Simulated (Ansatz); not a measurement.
Band structure of MoP (P-6m2, 2 atoms in the cell).

```
MoP
1.0
    3.32250     0.00000     0.00000
   -1.66125     2.87737     0.00000
    0.00000     0.00000     3.24260
Mo P
1 1
Direct
  0.00000   0.00000   0.00000
  0.66667   0.33333   0.50000
```

Method of the run: PBEsol, default PAW files made with PBE (plane waves; Ansatz, a program for electronic structure).

Settings: kpoints.mp_grid.grid = 11 11 10; hamiltonian.xc = pbesol; hamiltonian.pseudopotentials = {kind: paw} (the program's default PAW files); scf.occupations.method = cold; scf.occupations.width = 0.136 eV; kpoints.band_path.npoints = 10.

The starting cell was generated: these elements placed on a structure prototype, without a prior relaxation; it need not be a known phase or ordering of this composition. Spin polarisation is off; with an odd number of electrons in the cell that forces a metal, and a magnetic state may lie lower.

Levels in eV from the Fermi level, bands 7 to 13:
| point | 7 | 8 | 9 | 10 | 11 | 12 | 13 |
|---|---|---|---|---|---|---|---|
| Γ | -3.13 | -3.13 | -0.60 | 0.25 | 0.25 | 3.78 | 3.78 |
| M | -3.53 | -3.35 | -1.34 | -0.34 | 1.49 | 1.97 | 4.40 |
| K | -4.90 | -3.38 | -1.26 | -0.13 | 0.46 | 0.74 | 6.19 |
| A | -2.59 | -2.59 | -1.51 | -1.51 | 1.31 | 2.75 | 2.75 |
| L | -4.98 | -4.16 | -0.97 | 1.20 | 1.68 | 3.14 | 4.55 |
| H | -5.43 | -3.11 | -1.16 | 1.37 | 2.77 | 3.71 | 3.99 |

Bands cross the Fermi level along this path, so the cell is metallic at this level.

Keys are those of Ansatz 0.2.
